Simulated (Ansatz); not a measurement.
Consider this model of amorphous In9Ga9Zn9O41Nb2.

```
CELL_PARAMETERS angstrom
      9.73702    -0.00700     0.09711
     -0.00700     9.53907     0.09394
      0.09711     0.09394     9.57435
ATOMIC_POSITIONS crystal
  In 0.04286 0.36635 0.79003
  In 0.47710 0.65944 0.53037
  In 0.26168 0.93882 0.30728
  In 0.12052 0.99804 0.63694
  In 0.41393 0.87484 0.95854
  In 0.58844 0.51525 0.87801
  In 0.53929 0.20510 0.24330
  In 0.48412 0.03219 0.58031
  In 0.82651 0.57622 0.61619
  Ga 0.07928 0.01317 0.94186
  Ga 0.59224 0.85470 0.25960
  Ga 0.94201 0.78310 0.29603
  Ga 0.04745 0.14534 0.24881
  Ga 0.80626 0.02373 0.46627
  Ga 0.25008 0.59608 0.85123
  Ga 0.27838 0.28016 0.45516
  Ga 0.91434 0.70855 0.96039
  Ga 0.55769 0.17180 0.89020
  Zn 0.70462 0.85589 0.74174
  Zn 0.37556 0.61507 0.20957
  Zn 0.77070 0.00909 0.06232
  Zn 0.93386 0.33717 0.45577
  Zn 0.27362 0.28106 0.02314
  Zn 0.71148 0.53740 0.24587
  Zn 0.82908 0.14835 0.72989
  Zn 0.80161 0.31169 0.06115
  Zn 0.61721 0.34877 0.56094
  O  0.53839 0.32428 0.77656
  O  0.77150 0.67607 0.83388
  O  0.23457 0.16380 0.30472
  O  0.61351 0.54569 0.64874
  O  0.94843 0.70991 0.48466
  O  0.61080 0.88666 0.06968
  O  0.63499 0.43688 0.08382
  O  0.86154 0.95696 0.64641
  O  0.31605 0.60284 0.40968
  O  0.09423 0.63500 0.29443
  O  0.48127 0.99725 0.34446
  O  0.19132 0.84682 0.50010
  O  0.58124 0.83796 0.58061
  O  0.44002 0.16941 0.04901
  O  0.74806 0.16440 0.20324
  O  0.34175 0.81235 0.15708
  O  0.94621 0.43140 0.98639
  O  0.76759 0.45376 0.42466
  O  0.05164 0.93812 0.23679
  O  0.29537 0.13260 0.59163
  O  0.96759 0.13096 0.43626
  O  0.24058 0.39837 0.85499
  O  0.46375 0.32323 0.41186
  O  0.42133 0.65038 0.92508
  O  0.10454 0.16133 0.05723
  O  0.03837 0.58019 0.69324
  O  0.99818 0.34778 0.24560
  O  0.53293 0.99530 0.80483
  O  0.86743 0.34939 0.66695
  O  0.25581 0.46049 0.13990
  O  0.77416 0.89157 0.32881
  O  0.74784 0.16445 0.91693
  O  0.28886 0.64331 0.66459
  O  0.92033 0.90540 0.96701
  O  0.13845 0.40592 0.50607
  O  0.22198 0.92388 0.84861
  O  0.56084 0.66663 0.30473
  O  0.03594 0.13668 0.78141
  O  0.10288 0.65071 0.97626
  O  0.67044 0.14386 0.54365
  O  0.87625 0.65535 0.15348
  Nb 0.14327 0.62646 0.51716
  Nb 0.06760 0.50806 0.14531
```

Methods: PBE, scalar-relativistic without spin-orbit coupling (Ansatz, a program for electronic structure); r2SCAN, scalar-relativistic without spin-orbit coupling (Ansatz); HSE06, scalar-relativistic without spin-orbit coupling (Ansatz). Neutral PBE cell, which sets geometry, pressure and energy: sampling: a 2×2×2 Γ-centred mesh; Fermi-Dirac width 0.02 eV; no spin polarisation. Exact exchange is cut at the faces of this 10 Å cell, which leaves hybrid gaps a finite-size error.

A CHGNet melt-quench gave the starting glass, which DFT then relaxed. O atoms were pushed apart under 1.9 Å during the dynamics, to hinder bonds among them. The hot cell started wider than the set density and was brought back towards it in steps. It is the lowest in DFT energy of 2 quenches. It is a model cell: composition and starting density were chosen by hand, and all elements were melted together. No dispersion term was used. Its density started from a set value of 5.77 and ended at 5.77 g/cm³. The simulated quench (nominally 260 K/ps over its main leg) is rapid and tends to freeze in more defects than a deposited or slowly cooled glass has. Values belong to this one cell and scatter from quench to quench. The volume was held where the preparation left it and the shape relaxed.

Task: Give the pressure and the spacing of the highest filled and lowest empty levels.

Result: 
```yaml
Pressure on a 2×2×2 Γ-centred mesh: 3.3 kbar
Largest force and stress component on that mesh (the relaxation ran on the zone centre alone): 0.07 eV/Å and 0.3 GPa
Gap on a 2×2×2 Γ-centred mesh (PBE): 1.13 eV
Gap at the zone centre (PBE): 1.14 eV
Gap at the zone centre (r2SCAN): 1.59 eV
Gap at the zone centre (HSE06): 2.70 eV
Distance between the nearest levels spread over more than a fifth of the atoms or a third of the atoms of their main element (six at least) (PBE, zone centre): 1.14 eV
```

Task: At PBE and the zone centre, how localised are the states just below and above the Fermi level (participation number: the atoms over which a state spreads)?

Result: The highest filled state is spread over 14.9 atoms' worth, largest on O45, with weights by element (charge in smoothed Voronoi cells) O 0.81, Zn 0.16, In 0.01. The lowest empty state is spread over 58.2 atoms' worth, largest on In6, with weights by element (charge in smoothed Voronoi cells) O 0.53, In 0.23, Zn 0.12.

Bonds are counted up to In-In 3.12 Å, In-Ga 2.90 Å, In-Zn 2.90 Å, In-O 2.60 Å, In-Nb 3.12 Å, Ga-Ga 2.68 Å, Ga-Zn 2.68 Å, Ga-O 2.22 Å, Ga-Nb 2.90 Å, Zn-Zn 2.68 Å, Zn-O 2.48 Å, Zn-Nb 2.90 Å, O-O 1.58 Å, O-Nb 2.53 Å, Nb-Nb 3.12 Å. Two cations that share two anions don't count as bonded, nor two that share one unless they lie closer than In-In 3.04 Å, In-Ga 2.82 Å, In-Zn 2.82 Å, In-Nb 3.04 Å, Ga-Ga 2.61 Å, Ga-Zn 2.61 Å, Ga-Nb 2.82 Å, Zn-Zn 2.61 Å, Zn-Nb 2.82 Å, Nb-Nb 3.04 Å.

Added carriers, by Ansatz with PBE, scalar-relativistic without spin-orbit coupling on the zone centre alone. Charged cells keep the cell fixed and stand in a uniform background, with no image correction, at a width of 0.01 eV; where the count is odd the moment is locked at 1 μB, unless the neutral cell bore moments. Each starts from the undistorted neutral geometry alone. PBE's self-interaction favours spread-out carriers, so it can miss traps that a hybrid finds.

Task: What happens at PBE when the cell takes an extra electron and the atoms relax?

Result: Relaxation lowers the charged cell by 0.02 eV. The largest moves are O42 0.04 Å, In7 0.03 Å, O34 0.03 Å, O39 0.02 Å. The level that holds the added charge spreads over 57.6 atoms' worth, most on In6 (weight 0.04): a carrier spread over the cell. No bond crosses its cut-off with a change of over 0.15 Å (metal-metal contacts aside). Made neutral again at that geometry, the cell lies +0.02 eV from the neutral start.

Task: What happens at PBE when the cell takes a hole and the atoms relax?

Result: Relaxation lowers the charged cell by 0.08 eV. The largest moves are In4 0.13 Å, O67 0.08 Å, O54 0.07 Å, O42 0.05 Å. The level that was emptied spreads over 18.3 atoms' worth, most on O45 (weight 0.13): a carrier spread over the cell. No bond crosses its cut-off with a change of over 0.15 Å (metal-metal contacts aside). Made neutral again at that geometry, the cell lies +0.11 eV from the neutral start.
